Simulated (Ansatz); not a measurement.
# CuCl: electrons 2.0×10^21 cm⁻³

Consider CuCl in the zinc blende structure (space group F-43m, No. 216; a = 5.290 Å).

Perturbation: 0.0740 electrons added to each cell, a density of 2.0×10^21 cm⁻³, with a uniform compensating background at fixed cell and a 300 K Fermi–Dirac width.

Method: Kohn–Sham DFT with the PBEsol functional, run in Ansatz (a first-principles code) with PAW and 420 eV plane waves, without spin-orbit coupling. k-mesh 25×25×25 (Γ-centred); smearing 0.0259 eV (Fermi–Dirac).

```json
[
 {"quantity": "gap between the host's bands", "base": "0.55 eV", "changed": "0.51 eV", "shift": "-0.04 eV"},
 {"quantity": "gap character", "base": "direct at Γ", "changed": "direct at Γ", "shift": "–"},
 {"quantity": "Fermi level relative to the doped band's edge (positive inside the band; to 0.05 eV)", "base": "–", "changed": "+1.35 eV", "shift": "–"}
]
```

Final structure:

```
CuCl
1.0
    0.00000     2.64485     2.64485
    2.64485     0.00000     2.64485
    2.64485     2.64485     0.00000
Cu Cl
1 1
Direct
  0.00000   0.00000   0.00000
  0.25000   0.25000   0.25000
```
Cell charge -0.074006.

Carriers are added with a uniform compensating background; total energy and stress of such cells depend on the potential's zero and are not compared; many-body gap narrowing is missing at this level. Stability against distortions was not tested. No Hubbard U is applied. All final runs are without spin polarisation.
